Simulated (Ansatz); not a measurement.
The parent structure is Ir in the fcc (Cu type) structure (space group Fm-3m, No. 225; a = 3.8713 Å; relaxed with 0.1 eV smearing).

Computed with Ansatz (a first-principles code) PBE, without spin-orbit coupling, earlier PAW set.

Base values:

| Property | Result |
|---|---|
| Pressure | 0.0 GPa |

One thing is altered: every lattice vector is stretched by 0.55 %; the atoms relax in the strained cell.

What does the calculation give for the pressure after the change?

The pressure goes from zero to -5.5 GPa.

What happens to the energy relative to the base?

The energy grows by 4.2 meV/atom.

No phonon test of stability was made. The final runs are not spin-polarised.
